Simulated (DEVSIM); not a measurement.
Structure: Al0.35Ga0.65As/GaAs p-n heterojunction, at 400 K.

Layer 1 from the left is Al0.35Ga0.65As, thickness (μm) 1.20, Na (cm⁻³) 1.6e16, τn (s) 9.6e-9, τp (s) 9.6e-9. Layer 2 from the left is GaAs, thickness (μm) 0.930, Nd (cm⁻³) 1.3e16, τn (s) 9.6e-9, τp (s) 9.6e-9.

Left contact: ohmic. Right contact: ohmic. Voltage is applied to the left contact. Recombination: SRH at mid-gap, radiative, Auger. Mobility is constant in doping.

This is a model device: material constants are rounded textbook-type values typed into the input, and sizes, dopings and lifetimes were drawn at random. Values at 300 K; Nc and Nv go as T^1.5, mobilities as T to minus their exponent, the gap by Varshni's rule with the affinity fixed.

Al0.35Ga0.65As: gap (eV) 1.8604, affinity (eV) 3.7935, permittivity 11.91, Nc (cm⁻³) 7.44e17, Nv (cm⁻³) 9e18, μn (cm²/Vs) 3495, μp (cm²/Vs) 176, T exponent of μn 2.1, T exponent of μp 2.2, B (cm³/s) 2e-10, Cn (cm⁶/s) 1e-30, Cp (cm⁶/s) 1e-30, Varshni α (eV/K) 0.000541, Varshni β (K) 204. GaAs: gap (eV) 1.424, affinity (eV) 4.07, permittivity 12.9, Nc (cm⁻³) 4.7e17, Nv (cm⁻³) 9e18, μn (cm²/Vs) 8500, μp (cm²/Vs) 400, T exponent of μn 2.1, T exponent of μp 2.2, B (cm³/s) 2e-10, Cn (cm⁶/s) 1e-30, Cp (cm⁶/s) 1e-30, Varshni α (eV/K) 0.000541, Varshni β (K) 204.

Model (solved in DEVSIM): 1D drift-diffusion, Boltzmann statistics, complete ionisation; no tunnelling, impact ionisation, image-force lowering or self-heating. Band offsets follow the typed affinities; no thermionic-emission limit at abrupt steps, no polarisation charge.

What does the simulation give for the potential step across the device at zero bias, the largest field in the device at zero bias, the dark forward voltage at 100 A/cm², the dark forward voltage at 1 A/cm²?

potential step across the device at zero bias 1.166 V; largest field in the device at zero bias 50000 V/cm; dark forward voltage at 100 A/cm² 1.066 V; dark forward voltage at 1 A/cm² 0.817 V.
